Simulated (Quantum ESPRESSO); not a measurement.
# Effort and miss along a sweep of conv_thr: LiAl2FeO6 (C2/m, 10 atoms in the cell)

Cell: a = 4.9212 Å, b = 4.9212 Å, c = 5.3222 Å, α = 99.48°, β = 99.48°, γ = 120.21°.

Method: LDA (PZ)+U, GBRV 1.5 ultrasoft (LDA) pseudopotentials (plane waves; Quantum ESPRESSO).

Base settings: ecutwfc = 50 Ry; ecutrho = 400 Ry; occupations = smearing; smearing = fermi-dirac; degauss = 0.00147 Ry; nspin = 2; K_POINTS = automatic 4 4 4 0 0 0; HUBBARD = atomic; U Fe-3d 5.3 eV; conv_thr = 1e-10 Ry; mixing_beta = 0.3.

Misses are taken against the tightest run, 7.3e-14 Ry, which need not be fully converged itself.

The count of work is k-points × plane waves × bands × iterations; it is no time, and leaves out set-up, grids and terms that scale otherwise. Core times come from one kind of shared machine and are given to one figure; runs under 30 s give none.

The starting cell comes from a database of computed structures (which also holds hypothetical and non-ambient phases and stackings), without a prior relaxation at this level. With one magnetic atom in the cell only a parallel order is possible. With U or open f shells several self-consistent states can exist. In the base run, with a pressure of about -9 GPa the cell is away from its equilibrium volume at this level.

The runs (conv_thr): 0.0073 Ry | 0.00073 Ry | 7.3e-05 Ry | 7.3e-06 Ry | 7.3e-07 Ry | 7.3e-08 Ry | 7.3e-10 Ry | 1e-10 Ry | 7.3e-12 Ry | 7.3e-14 Ry.

**Question.** Which is the coarsest setting among those run that, with all tighter ones, holds the pressure within 1 GPa of the reference, and what does it save?

**Answer.** 0.00073 Ry, off by 0.008 GPa; it needs 0.30 of the reference's count of work and about 0.3 of the reference's time.

**Question.** Which is the coarsest setting among those run that, with all tighter ones, holds the pressure within 0.05 GPa of the reference, and what does it save?

**Answer.** 7.3e-10 Ry, off by 0.002 GPa; its saving against the reference is no more than about a factor of 2 in the count of work. The coarser 0.00073 Ry also lies inside, but a setting between leaves the range again, so that is luck.

**Question.** What does the step from 0.0073 Ry to 7.3e-12 Ry buy?

**Answer.** It takes the miss in the pressure from 18 to 0.000 GPa, for 3.3 times the count of work and roughly 3 times the time.

```tsv
conv_thr	pressure less reference (GPa)	largest difference in the force on any atom (eV/Å)	gap on the mesh less reference (eV)	count of work / reference	core time / reference (rough)
0.0073 Ry	17.53	0.062	-0.051	0.26	0.3
0.00073 Ry	0.01	0.074	-0.020	0.30	0.3
7.3e-05 Ry	-0.32	0.027	-0.011	0.39	0.4
7.3e-06 Ry	0.53	0.004	-0.005	0.48	0.6
7.3e-07 Ry	0.22	0.002	-0.002	0.57	0.5
7.3e-08 Ry	-0.06	0.001	0.000	0.61	0.6
7.3e-10 Ry	0.00	0.000	0.000	0.74	0.7
1e-10 Ry	0.00	0.000	0.000	0.78	1
7.3e-12 Ry	0.00	0.000	0.000	0.87	1.0
7.3e-14 Ry	0.00	0.000	0.000	1.0	1
```
